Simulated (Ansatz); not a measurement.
CdS (P6_3mc), r2SCAN with spin-orbit coupling, rigid bands (Ansatz, a program for electronic structure). Band gap 1.69 eV, N_c = 1.79e18 cm⁻³ and N_v = 4.79e19 cm⁻³ at 300 K, conductivity masses along z (a = (4.12, 0.00, 0.00) Å; b = (-2.06, 3.57, 0.00) Å; c = (0.00, 0.00, 6.71) Å) of 0.163 mₑ (electrons) and 1.51 mₑ (holes). Take k_BT = 0.02585 eV.

**Question.** What built-in voltage has an abrupt junction with N_A = 1e17 and N_D = 1e17 cm⁻³, all dopants ionised?

**Answer.** V_bi = E_g/e − (k_BT/e) ln(N_c N_v/(N_A N_D)) = 1.69 − 0.02585 × 9.06 = 1.46 V, for the computed gap.

**Question.** Find the intrinsic carrier density and the intrinsic Fermi level.

**Answer.** n_i = √(N_c N_v) exp(−E_g/2k_BT) = 9.26e18 × exp(−32.69) = 5.9e4 cm⁻³. The level lies (k_BT/2) ln(N_v/N_c) = 42 meV from mid-gap (positive towards the conduction band). Each 0.1 eV added to the gap lowers n_i by a factor of 6.9.

**Question.** What thermal injection velocity √(2k_BT/πm) limits a ballistic channel along the direction named?

**Answer.** 1.33e7 cm/s for electrons and 4.38e6 cm/s for holes, a ratio of √(m_h/m_e) = 3.04, for dilute carriers.

Rigid bands with the computed gap; masses take one relaxation time for all states. Geometry: cell and atoms relaxed with PBEsol.
